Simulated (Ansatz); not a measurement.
An Ansatz (an electronic-structure program) run: a single point on Si with a change (pressure 10 GPa), its geometry relaxed with r2SCAN; HSE06 (Ansatz, PAW, no spin-orbit coupling), earlier PAW set.

Input:

Ansatz 0.2 input:
```yaml
crystal:
  lattice:
    - [0, 2.6449395802, 2.6449395802]
    - [2.6449395802, 0, 2.6449395802]
    - [2.6449395802, 2.6449395802, 0]
  atoms:
    - { symbol: Si, position: [0.5, 0.5, 0.5] }
    - { symbol: Si, position: [0.75, 0.75, 0.75] }
basis: { ecutwfc: 420, ecutrho_ratio: 4, xc_grid: 2, fft_grid_basis: typed }
kpoints: { mp_grid: { grid: [8, 8, 8] } }
hamiltonian:
  xc: hse06
  dispersion: none
  pseudopotentials: { azcp: { folder: ./paw }, kind: paw }
scf: { occupations: { method: fermi_dirac, width: 0.01 } }
output: { eigenvalues: true, eigenstates: { kpoints: [[0, 0, 0], [0.433333, 0, 0.433333], [0.5, 0, 0.5], [0.375, 0.375, 0.75], [0.625, 0.25, 0.625]] } }
```

Output:

```
WARN ansatz: RAYON_NUM_THREADS=2 ignored (pool sized by the plan → 2); use --threads N
Pseudopotentials: kind: paw
Pseudopotential: Si, paw, valence charge 4
Functional definition: HSE06
Crystal: 2 atoms, lattice volume = 37.006 Å³
Basis set: ecut = 420 eV, 725 PW (Γ), exchange–correlation on 54×54×54 points (8 copies of the dense FFT grid, shifted against one another)
Bands: 8, of which v1, the nominal top of the filled ones, is band 4 counted from 1 (3 counted from 0)
Symmetry: 48 space group operations
Space group: Fd-3m (ITA 227), of the structure as read, at distance tolerance 3.3e-5 Å
k-points: 29 of 512
PAW frozen core: Si, regenerated for the run's functional, and the local potential with it
Initial density: superposition of atomic densities (chi_scale 0.1, normalization cell)
Initial wavefunctions: pseudopotential atomic-orbital guess
Eigensolver: davidson
Functional: x = pbe(κ = 0.804, μ = 0.2195149727645171), c = pbe(β = 0.06672455060314922), warm-up for x = pbe(κ = 0.804, μ = 0.2195149727645171) + 0.25 (exact …
SCF iter   1: F=—  HF=-1271.707322 eV  |F-HF|=—  |Δ(HF+E_count)|=         —  Δρ=5.16e-2  dr2=8.84e-1  ethr=1.00e-1  ⟨swp⟩=5.2  Hψ=859  notcnv=0
preconditioner: auto → none
SCF iter   2: F=—  HF=-1271.510517 eV  |F-HF|=—  |Δ(HF+E_count)|=   1.97e-1  Δρ=2.25e-2  dr2=1.45e-1  ethr=1.10e-2  ⟨swp⟩=2.4  Hψ=479  notcnv=0
iter 3 solved again at ethr=5.35e-6 eV; its pass at ethr=1.81e-3 eV (dr2=4.28e-4 eV) is discarded
SCF iter   3: F=—  HF=-1271.485675 eV  |F-HF|=—  |Δ(HF+E_count)|=   2.48e-2  Δρ=1.56e-3  dr2=5.08e-4  ethr=5.35e-6  ⟨swp⟩=5.2  Hψ=1435  notcnv=0  defer=7
SCF iter   4: F=-1271.486024 eV  HF=-1271.486010 eV  |F-HF|=1.40e-5  |Δ(HF+E_count)|=   3.36e-4  Δρ=2.35e-4  dr2=1.12e-5  ethr=5.35e-6  ⟨swp⟩=2.6  Hψ=482  notcnv=0  defer=4
SCF 1 stopped early in 4 iterations: F = -1271.486024 eV  dr2 = 1.12e-5
Crystal: 2 atoms, lattice volume = 37.006 Å³
Initial density: handed on by an earlier stage of this run
Initial wavefunctions: those handed on with the density
Functional: x = pbe(κ = 0.804, μ = 0.2195149727645171) + 0.25 (exact − pbe) at short range (hse, ω = 0.20786987370883472 Å⁻¹), c = pbe(β = 0.06672455060314922); HSE06 as pw.x's `hse` composes it (authors' and Libxc's form: `xc: wpbeh`)
Exchange kernel: α = 0.2500, screened, ω = 0.2079 Å⁻¹, Wigner–Seitz truncation, v(0) = 1046.9266 eV·Å³, q-mesh 8×8×8, nearest image of the exchange supercell L …
Frozen-core exchange: fock
SCF iter   1: F=—  HF=-1272.495225 eV  |F-HF|=—  |Δ(HF+E_count)|=         —  Δρ=3.38e-3  dr2=2.93e-3  ethr=1.41e-6  ⟨swp⟩=6.9  Hψ=1231  notcnv=0
preconditioner: auto → none
SCF iter   2: F=—  HF=-1272.493817 eV  |F-HF|=—  |Δ(HF+E_count)|=   1.41e-3  Δρ=7.77e-4  dr2=3.66e-4  ethr=1.41e-6  ⟨swp⟩=4.0  Hψ=704  notcnv=0
SCF iter   3: F=—  HF=-1272.496344 eV  |F-HF|=—  |Δ(HF+E_count)|=   2.53e-3  Δρ=4.35e-4  dr2=5.16e-5  ethr=9.38e-7  ⟨swp⟩=4.2  Hψ=774  notcnv=0
SCF iter   4: F=—  HF=-1272.496326 eV  |F-HF|=—  |Δ(HF+E_count)|=   1.78e-5  Δρ=3.38e-5  dr2=5.94e-6  ethr=5.65e-7  ⟨swp⟩=2.0  Hψ=349  notcnv=0
SCF iter   5: F=-1272.496371 eV  HF=-1272.496371 eV  |F-HF|=5.77e-7  |Δ(HF+E_count)|=   4.52e-5  Δρ=6.66e-5  dr2=1.38e-6  ethr=3.28e-9  ⟨swp⟩=5.0  Hψ=683  notcnv=0
SCF 2 stopped early in 5 iterations: F = -1272.496371 eV  dr2 = 1.38e-6
hybrid outer 1: dexx = +2.947e-3 eV, tail = 4.58e-6 eV
Crystal: 2 atoms, lattice volume = 37.006 Å³
Exchange kernel: α = 0.2500, screened, ω = 0.2079 Å⁻¹, Wigner–Seitz truncation, v(0) = 1046.9266 eV·Å³, q-mesh 8×8×8, nearest image of the exchange supercell L …
Frozen-core exchange: fock
SCF iter   1: F=—  HF=-1272.496361 eV  |F-HF|=—  |Δ(HF+E_count)|=         —  Δρ=1.30e-5  dr2=2.63e-8  ethr=2.86e-7  ⟨swp⟩=3.9  Hψ=575  notcnv=0
preconditioner: auto → none
SCF iter   2: F=-1272.496361 eV  HF=-1272.496361 eV  |F-HF|=4.35e-10  |Δ(HF+E_count)|=   1.05e-8  Δρ=5.86e-6  dr2=5.80e-9  ethr=3.03e-10  ⟨swp⟩=3.7  Hψ=504  notcnv=0
SCF 3 converged in 2 iterations: F = -1272.496361 eV  dr2 = 5.80e-9
hybrid outer 2: dexx = +2.478e-8 eV, tail = 1.35e-8 eV, Δε = 1.01e-3 eV (about 9.26e-5 eV left of the loop's levels)
NSCF: frozen V_eff on 5 k-points
hybrid SCF converged: 2 outer / 7 inner (+4 warm-up), last move |dexx| = 2.48e-8 eV, tail = 1.35e-8 eV
Stability not checked (fock_operator)
Free energy (F): -1272.496361 eV
Frozen-core exchange: fock
Harris-Foulkes:  -1272.496361 eV  (|F-HF|=4.35e-10)
Internal energy: -1272.496361 eV  (E = F + TS)
E sigma→0 (E₀):  -1272.496361 eV
Fermi energy:    7.258263 eV
--- Per-component energies (eV) ---
  E_band       = 7.156001
  E_kinetic    = 84.218479
  E_local      = -43.533313  (includes V_loc(G=0)·N_el)
  E_nonlocal   = 45.870673
  E_hartree    = 14.018979
  E_xc         = -92.987881
  E_vxc        = -79.244621  (∫ρ·V_xc dr)
  E_exx        = -11.447076  (= α·E_x^exact, valence–valence)
  E_paw        = -1033.902553  (= ΣΔE_a)
  E_vpaw       = -5.298973  (= ΣTr[D̂ρ^β])
  E_aug_tail   = 0.000076  (compensation charges beyond the density's cutoff)
  E_ewald      = -234.615513
  E_core_change = -0.118233  (= ΣΔE_core)
  E_smearing   = -0.000000  (= −TS)
  E_closure    = -0.000000  (closes the sum)
  Σ components = -1272.496361   (vs F -1272.496361, Δ=0.00e0)
  [band-id]    e_kinetic+e_local+e_nonlocal+2·e_hartree+e_vxc+2·e_exx+e_vpaw+e_augmentation_tail = 7.156128   (vs E_band 7.156001, Δ=1.27e-4)
--- Band table (eV; the first three rows and the last of 29) ---
  k-point 0: bands = ["-7.1599", "6.7442", "6.7442", "6.7442", "10.0910", "10.0910", "10.0910", "12.0452"]
  k-point 1: bands = ["-6.9185", "5.0005", "6.4180", "6.4180", "10.1977", "10.5752", "10.5752", "13.2442"]
  k-point 2: bands = ["-6.2111", "2.2704", "5.8708", "5.8708", "9.7781", "11.1264", "11.1264", "14.9764"]
  k-point 28: bands = ["-1.9952", "-1.9952", "2.1591", "2.1591", "11.7777", "11.7777", "12.9968", "12.9968"]
  band table: 8 of 8 bands, residual norms ≤ 1.0e-3 eV
```

Single points use the geometry relaxed with r2SCAN. HSE06 was sampled on its mesh, a few special points and the semilocal edge points, so its gap is an upper bound. Load acts through the strain it causes; cell and atoms are relaxed under it. No phonon test of stability was made. Tetrahedral semiconductors of this kind turn to denser phases somewhere between about 1 and 50 GPa; those were not computed, so compressed cells here can lie past the real transition. The cell was made from Si in the diamond structure (space group Fd-3m, No. 227) by this change: pressure 10 GPa.
